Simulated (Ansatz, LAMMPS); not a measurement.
## Σ25 (001) twist, annealed from start 1, in Ge (diamond structure)

Cell 20.37 × 20.37 × 28.78 Å, Ge484, 484 atoms. Prepared with Tersoff's 1989 multicomponent potential (SiCGe.tersoff) run with LAMMPS: 40 ps at 1300 K, cooling over 40 ps and minimisation with the cell free along the normal, at the potential's lattice parameter; then scaled to the PBE one. 

That structure was relaxed on with Ansatz (a first-principles code) with PBE, support functions at accuracy medium on the grid of 370 eV. Basis: localised support functions (accuracy medium) on a full density matrix. k-points: zone centre alone; occupations: Fermi-Dirac, 0.020 eV; spin polarisation not allowed. Spin-orbit coupling is left out.

Task: What does DFT change in the classical structure?

Result: The energy falls by 8.8 meV an atom over 10 steps; atoms move by 0.133 Å root mean square, 0.79 Å at most.
```tsv
quantity	classical minimum	after DFT steps
3-fold atoms (%)	2.1	2.5
4-fold atoms (%)	95.9	95.9
5-fold atoms (%)	2.1	1.7
spread of bond angles (°)	7.8	8.0
energy over the crystal(s), each by its own level (eV/atom)	0.145	0.095
```
